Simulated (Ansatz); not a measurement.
A computed series for BeTe: pressure series

Base system: BeTe in the zinc blende structure (space group F-43m, No. 216; a = 5.657 Å).

Cell and atoms are relaxed at each pressure.

Levels (all Ansatz, a quantum-chemistry and plane-wave program, PAW): r2SCAN (500 eV, no SOC); HSE06 (420 eV, no SOC).

| pressure (GPa) | band gap, r2SCAN (eV) | band gap, HSE06 (eV) |
|---|---|---|
| -2 | 2.46 | 2.78 |
| -1 | 2.42 | 2.74 |
| 0 | 2.38 | 2.69 |
| 3 | 2.26 | 2.58 |
| 7 | ? | ? |
| 15 | 1.88 | 2.18 |

Task: Fit E_g = E₀ + αP + βP² to the rows shown and predict the withheld row.

Result: Least squares on the printed values gives 

- r2SCAN: E₀ = 2.38 eV, α = -40.6 meV/GPa, β = 0.49 meV/GPa² (largest residual 0.00 eV); this predicts 2.12 eV, and the run gives 2.12 eV, in agreement
- HSE06: E₀ = 2.70 eV, α = -40.7 meV/GPa, β = 0.42 meV/GPa² (largest residual 0.01 eV); this predicts 2.43 eV, and the run gives 2.43 eV, in agreement.

Single points use the geometry relaxed with r2SCAN. HSE06 was sampled on its mesh, a few special points and the semilocal edge points, so its gap is an upper bound. Spin-orbit coupling, missing from the scalar runs, can matter with Te. Load acts through the strain it causes; cell and atoms are relaxed under it. Whether these cells are dynamically stable was not tested. No other phases were tried under pressure.
